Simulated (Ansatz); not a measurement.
Start from MnTlBr₃ in the cubic perovskite structure (space group Pm-3m, No. 221; a = 5.3515 Å; ferromagnetic; a hypothetical phase, not in the database extracts checked). Axes: x, y, z lie along the cube axes.

(Cell as relaxed with PBE.)

Levels (all Ansatz, a program for electronic structure, PAW): PBE (420 eV, no spin-orbit coupling); r2SCAN (500 eV, no SOC).

Each level relaxes its own structure.

```json
[
 {"base": "volume per atom", "PBE": "30.65 Å³", "r2SCAN": "29.93 Å³"},
 {"base": "lattice parameter a", "PBE": "5.352 Å", "r2SCAN": "5.309 Å"},
 {"base": "band gap", "PBE": "0.90 eV", "r2SCAN": "1.62 eV"},
 {"base": "largest site moment", "PBE": "4.43 μB", "r2SCAN": "4.51 μB"}
]
```

Now apply this change: a pure shear with ε_yz = ε_zy = 0.0285, atoms relaxed at fixed cell.

```tsv
quantity	PBE	r2SCAN
shortest interatomic distance	2.676 Å	2.655 Å
magnetic state	ferromagnetic	ferromagnetic
smallest direct gap	1.34 eV	2.50 eV
pressure (mean of the normal stresses, compression positive)	0.0 GPa	0.1 GPa
shift of the gap caused by the change	-0.01 eV	-0.02 eV
```

PBE's shortest interatomic distance lies 0.021 Å above r2SCAN's (0.8 %); PBE's smallest direct gap lies 1.16 eV below r2SCAN's; the two agree on the magnetic state. Neither level is exact; r2SCAN is the comparison here, not a measurement.

With Tl present, leaving out spin-orbit coupling can change the band edges. The cells carry an imposed strain or load. No phonon test of stability was made. No Hubbard U is applied and the magnetic state is the run's own (MnTlBr3 ferromagnetic); other magnetic orders, which need larger cells, were not tried and can change the gap. Many cubic perovskites are stable only at high temperature; tilts and polar distortions were not tested.
